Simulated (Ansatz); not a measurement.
Worked example: self-consistent single point of Zr₂As (P4/nmm, 6 atoms in the cell) in Ansatz (a program for electronic structure).

Level of theory: revPBE, default PAW files made with PBE (plane waves; Ansatz).

```
CELL_PARAMETERS angstrom
      4.59797     0.00000     0.00000
      0.00000     4.59797     0.00000
      0.00000     0.00000     7.01579
ATOMIC_POSITIONS crystal
  Zr 0.00000 0.00000 0.00000
  Zr 0.50000 0.50000 0.00000
  Zr 0.50000 0.00000 0.27000
  Zr 0.00000 0.50000 0.73000
  As 0.50000 0.00000 0.70000
  As 0.00000 0.50000 0.30000
```

Reference input (self-consistent single point, DFT, revPBE, plane waves, default PAW files made with PBE): kpoints.mp_grid.grid = 6 6 4; kpoints.mp_grid.shift = 0.5 0.5 0.5; hamiltonian.xc = revpbe; hamiltonian.pseudopotentials = {kind: paw} (the program's default PAW files); scf.occupations.method = cold; scf.occupations.width = 0.05 eV. This run's input differs from it in these lines:

Ansatz 0.2 input:
```diff
@@ -13,3 +13,3 @@
 kpoints:
-  mp_grid: { grid: [6, 6, 4], shift: [0.5, 0.5, 0.5] }
+  mp_grid: { grid: [5, 5, 3] }
 hamiltonian:
```

The program printed (abridged):

```
SCF iter   1: F=—  HF=-26476.087351 eV  |F-HF|=—  |Δ(HF+E_count)|=         —  Δρ=5.87e-3  dr2=1.48e-1  ethr=1.77e-3  ⟨swp⟩=5.8  Hψ=2085  notcnv=0
all-band conjugate gradients solve this SCF's bands
preconditioner: auto → Kerker (q_TF=auto, 2.451 Å⁻¹)
SCF iter   2: F=—  HF=-26476.075494 eV  |F-HF|=—  |Δ(HF+E_count)|=   1.19e-2  S|Δr|=    0.00e0  Δρ=3.04e-3  dr2=3.81e-2  ethr=1.89e-4  ⟨swp⟩=1.3  Hψ=671  notcnv=0  defer=4
   [... lines left out ...]
SCF iter   6: F=—  HF=-26476.073374 eV  |F-HF|=—  |Δ(HF+E_count)|=   1.04e-5  S|Δr|=    0.00e0  Δρ=3.60e-5  dr2=3.15e-6  ethr=4.92e-8  ⟨swp⟩=3.0  Hψ=1055  notcnv=0  defer=9
SCF iter   7: F=—  HF=-26476.073374 eV  |F-HF|=—  |Δ(HF+E_count)|=   3.57e-8  S|Δr|=    0.00e0  Δρ=9.31e-6  dr2=2.16e-7  ethr=4.04e-9  ⟨swp⟩=2.3  Hψ=839  notcnv=0  defer=9
SCF iter   8: F=-26476.073374 eV  HF=-26476.073374 eV  |F-HF|=1.31e-8  |Δ(HF+E_count)|=   3.78e-8  S|Δr|=    0.00e0  Δρ=2.24e-6  dr2=2.48e-8  ethr=1.28e-10  ⟨swp⟩=8.8  Hψ=1934  notcnv=0
SCF 1 converged in 8 iterations: F = -26476.073374 eV  dr2 = 2.48e-8
Stability not checked (fill_not_monotonic)
Free energy (F): -26476.073374 eV
Internal energy: -26476.066609 eV  (E = F + TS)
E sigma→0 (E₀):  -26476.071119 eV
Entropy (-TS):   -0.006765 eV (-1.128 meV/atom)
Fermi energy:    11.572848 eV
--- Forces (eV/Å), atoms counted from 1 ---
  atom   1  Zr     0.00000000     0.00000000     0.00000000
  atom   2  Zr     0.00000000     0.00000000    -0.00000000
  atom   3  Zr     0.00000000     0.00000000     3.46138483
  atom   4  Zr     0.00000000     0.00000000    -3.46138483
  atom   5  As     0.00000000     0.00000000     0.78653829
  atom   6  As     0.00000000     0.00000000    -0.78653829
--- Stress (GPa, compression-positive) ---
       -8.679133       0.000000       0.000000
        0.000000      -8.679133       0.000000
        0.000000       0.000000       2.771732
  P = ⅓ Tr σ = -4.8622 GPa (-48.622 kbar)
  The stress holds the Pulay correction. Without it, at fixed plane waves, as pw.x and ABINIT print it: P = -4.8792 GPa
```

The run converged in 8 iterations. Against the reference run the free energy goes up by 1.1 meV/atom, the pressure hardly changes (-4.89 to -4.86 GPa) and the largest force goes from 3.436 to 3.461 eV/Å.

The starting cell was generated: these elements placed on a structure prototype, without a prior relaxation; it need not be a known phase or ordering of this composition. Forces in this geometry exceed 1 eV/Å. Ansatz's pressure includes its estimate of the finite-basis (Pulay) stress.
